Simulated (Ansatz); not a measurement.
Base system: As in the A7 type structure (space group R-3m, No. 166; a = 3.7454 Å, c = 9.7545 Å (hexagonal axes); layered).

The values are results of PBEsol-D3(BJ) in Ansatz (plane waves to 420 eV, PAW, no SOC), not measurements.

One change was made to it. Results:

```
quantity                base    after
-------------------  -------  -------
c/a ratio              2.604    2.600
lattice parameter a  3.745 Å  3.742 Å
```

Problem. Name the change that was made.
A. pressure 0.3 GPa
B. pressure −1 GPa
C. pressure 5 GPa
D. pressure −2 GPa

Solution. A, pressure 0.3 GPa. For comparison, the lattice parameter a in the other runs: pressure −2 GPa gives 3.769 Å; pressure 5 GPa gives 3.694 Å; pressure −1 GPa gives 3.758 Å.

Load acts through the strain it causes; cell and atoms are relaxed under it. Whether these cells are dynamically stable was not tested. Competing high-pressure phases were not computed.

Ansatz is an electronic-structure program.
